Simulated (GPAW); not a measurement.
Band structure of AlN (F-43m, 2 atoms in the cell).

```
CELL_PARAMETERS angstrom
      0.00000     2.19000     2.19000
      2.19000     0.00000     2.19000
      2.19000     2.19000     0.00000
ATOMIC_POSITIONS crystal
  Al 0.00000 0.00000 0.00000
  N  0.25000 0.25000 0.25000
```

Computed with PBE, GPAW PAW datasets PBE (gpaw-data 1.0.1) (plane waves; GPAW).

Settings: mode = pw; ecut = 950 eV; xc = PBE; kpts = 10 10 10; mesh shift (steps) = 0 0 0; occupations.name = fermi-dirac; occupations.width = 0.01 eV; nbands = -8; convergence.density = 1e-05 e/electron; convergence.energy = 1e-05 eV/electron; convergence.bands = -6; symmetry.symmorphic = false; symmetry.tolerance = 0.0005; maxiter = 100.

The starting cell has typed, rounded lattice constants, without a prior relaxation at this level.

Task: Predict the gap along the standard path and the places of the band edges.

Result: The gap along the path is 3.30 eV, from Γ to X; the smallest direct gap on it is 4.13 eV.

Levels in eV from the top of the valence band on the SCF mesh, bands 1 to 8:
| point | 1 | 2 | 3 | 4 | 5 | 6 | 7 | 8 |
|---|---|---|---|---|---|---|---|---|
| Γ | -14.93 | 0.00 | 0.00 | 0.00 | 4.13 | 12.48 | 12.48 | 12.48 |
| X | -12.28 | -4.88 | -1.77 | -1.77 | 3.30 | 8.56 | 13.85 | 15.63 |
| W | -12.22 | -3.77 | -3.42 | -2.68 | 6.02 | 11.38 | 11.90 | 12.06 |
| K | -12.30 | -4.24 | -3.62 | -1.37 | 5.14 | 10.04 | 12.98 | 14.10 |
| L | -12.91 | -5.83 | -0.48 | -0.48 | 7.31 | 9.81 | 11.09 | 11.09 |
| U | -12.30 | -4.24 | -3.62 | -1.37 | 5.14 | 10.04 | 12.98 | 14.10 |
